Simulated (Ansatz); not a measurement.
**Competing hops of interstitial H in rock-salt LiF, charge state +1**

Defect migration in rock-salt LiF: interstitial H, charge state +1. Method: PBE, PAW (plane waves to 420 eV; Ansatz, a first-principles code).

Settings: 64 host sites, the relaxed PBE lattice, the Γ point alone, smearing 0.01 eV, spin-restricted, no image-charge correction. No zero-point or tunnelling terms. The charge state is imposed; whether it is stable for some Fermi level was not computed. Sites that were not tried may lie lower.

Barriers: single points on a 2×2×2 k-point mesh shifted by half a step at the bands' geometries.

```
Route                                      Start site over the lowest site run (eV)  Hop (Å)  Forward barrier (eV)  Backward barrier (eV)      Neighbours at the start                                       Neighbours at the saddle                        Saddle order  Forward, on the band's own sampling (eV)
-----------------------------------------  ----------------------------------------  -------  --------------------  ---------------------  ---------------------------  -------------------------------------------------------------  ----------------------------------  ----------------------------------------
a concerted move, in which H travels most                                      0.00     1.44                  0.31                   0.31  2 F at 1.15; 2 Li at 1.85 Å  F at 0.99, 2 F at 1.82, F at 2.14; Li at 1.89, 2 Li at 2.03 Å  not checked, on a symmetry element                                      0.31
```

Paths come from climbing-image nudged elastic band runs.  A band can be held on a symmetry element, so unchecked saddle points there may be too high. A further band (a concerted move, in which H travels most, 2.50 Å) gave 0.31 eV forward on its own sampling, 0.31 eV above the lowest site run, but a shoulder points to a second hump between its images, so it is not taken as a result. A further band (a concerted move, in which H travels most, 2.03 Å) gave 0.31 eV forward on its own sampling, 0.31 eV above the lowest site run, but a shoulder points to a second hump between its images, so it is not taken as a result.
